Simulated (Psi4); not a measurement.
Psi4 1.11, unrestricted WB97X/def2-svp: Al(F)2 ([F][Al][F]), charge 0, multiplicity 2, 3 atoms. The geometry is a generated start, not checked to be a minimum at this level.

```yaml
task: energy
method: wb97x
basis: def2-svp
memory: 3 GB
maxiter: 100
keys_of_the_molecule_block: symmetry c1
scf_type: df (default)
e_convergence: 1e-06 (default)
d_convergence: 1e-06 (default)
dft_radial_points: 75 (default)
dft_spherical_points: 302 (default)
basis_functions: 46
grid_points: 65659
```

```xyz
3

Al     0.3052     0.1910     0.1703
F     -0.3260     1.0729    -1.0973
F      0.0208    -1.2639     0.9269
```

Charge 0 and multiplicity 2 are set for this test and not shown to be the ground state.

With the defaults (damping_percentage = 0, diis = true, scf_initial_accelerator = adiis, diis_max_vecs = 10, guess = auto, which took SAD, level_shift = 0, level_shift_cutoff = 0.01, soscf = false) it converges in 9 SCF iterations. One run each on 2 threads, with these changes:
- guess = sadno
- diis_max_vecs = 3
- soscf = true
- level_shift = 0.1, level_shift_cutoff = 0.001
- damping_percentage = 60
- diis_max_vecs = 20
- scf_initial_accelerator = none
- scf_initial_accelerator = ediis
- damping_percentage = 60, diis = false, scf_initial_accelerator = none

Task: Which runs fail or end elsewhere than the default run?

Result: No convergence: damping_percentage = 60; damping_percentage = 60, diis = false, scf_initial_accelerator = none (the run ends without SCF convergence in 100 iterations). The rest reach the solution of the defaults.

| setting | SCF iterations | JK calls | end |
|---|---|---|---|
| soscf = true | 6 | 17 | same solution |
| the defaults | 9 | 10 | same solution |
| scf_initial_accelerator = none | 9 | 10 | same solution |
| scf_initial_accelerator = ediis | 9 | 10 | same solution |
| level_shift = 0.1, level_shift_cutoff = 0.001 | 9 | 10 | same solution |
| diis_max_vecs = 20 | 9 | 10 | same solution |
| guess = sadno | 10 | 10 | same solution |
| diis_max_vecs = 3 | 12 | 13 | same solution |
| damping_percentage = 60 | 100 | 101 | no convergence |
| damping_percentage = 60, diis = false, scf_initial_accelerator = none | 100 | 101 | no convergence |

An SOSCF iteration holds several JK calls; a Hückel guess adds calls on atoms.
